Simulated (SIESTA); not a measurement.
Band structure of AgI (F-43m, 2 atoms in the cell).

```
CELL_PARAMETERS angstrom
      0.00000     3.25000     3.25000
      3.25000     0.00000     3.25000
      3.25000     3.25000     0.00000
ATOMIC_POSITIONS crystal
  Ag 0.00000 0.00000 0.00000
  I  0.25000 0.25000 0.25000
```

Method: GGA PBE, numerical atomic orbitals TZP, PseudoDojo PBE standard norm-conserving potentials (rewritten from UPF to PSML) (SIESTA).

Settings: XC.functional = GGA; XC.authors = PBE; potentials = PseudoDojo PBE standard; PAO.BasisSize = TZP; PAO.EnergyShift = 0.01 Ry; MeshCutoff = 350 Ry; kgrid.MonkhorstPack = 9 9 9; OccupationFunction = FD; ElectronicTemperature = 0.05 eV; MaxSCFIterations = 150; SCF.Mixer.Method = Broyden; SCF.Mixer.Weight = 0.25; SCF.Mixer.History = 6; SCF.DM.Tolerance = 1.0E-04.

The starting cell has typed, rounded lattice constants, without a prior relaxation at this level. Spin-orbit coupling is off. Values carry the incompleteness of an atom-centred basis.

Question: Predict the gap along the standard path and the places of the band edges.

Answer: The gap along the path is 1.49 eV, direct at Γ to within 0.01 eV.

Levels in eV from the top of the valence band on the path, bands 10 to 14:
| point | 10 | 11 | 12 | 13 | 14 |
|---|---|---|---|---|---|
| Γ | -2.86 | 0.00 | 0.00 | 0.00 | 1.49 |
| X | -2.71 | -2.47 | -1.76 | -1.76 | 4.02 |
| W | -2.63 | -2.57 | -2.14 | -1.55 | 5.00 |
| K | -2.78 | -2.61 | -1.93 | -1.40 | 4.32 |
| L | -2.81 | -2.73 | -0.72 | -0.72 | 3.09 |
| U | -2.78 | -2.61 | -1.93 | -1.40 | 4.32 |

Higher empty bands are left out: an atom-centred basis made for the valence describes them poorly.
